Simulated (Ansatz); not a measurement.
The starting structures come from a database of crystals and need not be the phases stable at ambient conditions.

 Where the default PAW files enter, the runs use the earlier of Ansatz's two default sets.

Evanescent states of SnH8(NCl3)2 (Fm-3m, not sure to be the ambient phase, 17 atoms a cell, 14.7 Å³ an atom) along the normal of (111)

Calculation: r2SCAN (plane waves, PAW; Ansatz, a first-principles code).

No gap correction and no spin-orbit coupling; mid-gap values are interpolated between computed energies.

Energies count from the valence-band top; κ is the least over a 6×6 mesh across the current.

```tsv
E (eV)	κ (1/Å)	where
0.07	0.138	Γ
0.21	0.219	Γ
0.35	0.251	Γ
0.49	0.262	Γ
0.63	0.271	Γ
0.77	0.277	Γ
0.91	0.281	Γ
1.05	0.283	Γ
1.19	0.283	Γ
1.33	0.281	Γ
1.47	0.276	Γ
1.61	0.270	Γ
1.75	0.261	Γ
1.89	0.249	Γ
2.03	0.233	Γ
2.17	0.213	Γ
2.31	0.188	Γ
2.45	0.153	Γ
2.59	0.098	Γ
```

**Question.** How thick must the barrier be to attenuate the transmission by 10^4 when the electrodes' Fermi level lies at 1.33 eV, and what attenuation does that film give at 2.59 eV?

**Answer.** d = 4 ln 10 / (2 × 0.281) = 16.4 Å. At 2.59 eV it gives 4 × 0.098/0.281 = 1.4 decades.
